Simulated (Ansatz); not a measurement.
# Zr: energy against strain

Zr (hcp, P6_3/mmc, 22.470 Å³/atom at rest, c along z) under a strain ε along a direction in the basal plane (axis x), the other axes held. PBEsol in Ansatz, a plane-wave DFT program (PAW, default set), 420 eV, 21×21×11 Γ-centred mesh, Fermi-Dirac smearing 0.10 eV; ions are relaxed within the symmetry of each cell.

Here s stands for strain and y for E less E0.

| strain (%) | E less E0 (meV/atom) |
|---|---|
| -1.50 | 2.32 |
| -1.00 | 1.03 |
| -0.50 | 0.26 |
| 0.00 | 0.00 |
| 0.50 | 0.25 |
| 1.00 | 1.00 |
| 1.50 | 2.24 |
| 3.00 | ? |

Question: Using a parabola, estimate the missing y at s = 3.00 from the other rows, showing the fit.

Answer: Least squares gives y = 0.001 - 0.0221·s + 1.0129·s². Residuals (row less fit): 0.007, -0.006, -0.005, -0.001, 0.007, 0.008, -0.007; standard error 0.008 (degrees of freedom: 4). Twice the quadratic coefficient over the volume, 2 × 1.0129 meV × 10⁴ × 0.1602 / 22.470 Å³, is the elastic constant C11 = 144 ± 0.5 GPa. At the withheld row, y = 0.001 - 0.0221 × 3.0 + 1.0129 × 3.0² = 9.051 meV/atom. The calculation gives 8.71 meV/atom, 0.341 meV/atom below the prediction (3.9 % of the range of y in the table). The row lies outside the fitted rows, so this is an extrapolation. From the scatter of the fitted rows alone, a prediction at this place has a standard error of 0.032 meV/atom, so the miss is 10.7 times that.

One order more, fitted to all 13 runs of the series, follows each within 0.02, so the miss is the next term of a smooth law. In a metal these values are sensitive to mesh and smearing; energies are taken to zero smearing, stresses follow the free energy. Rows are the converged runs of the series near zero and its far end; series whose fitted rows scatter by over a few per cent of the range, as at a crossing or softening among them, aren't shown in this form. Most that stay on the fit to the last digits aren't either.
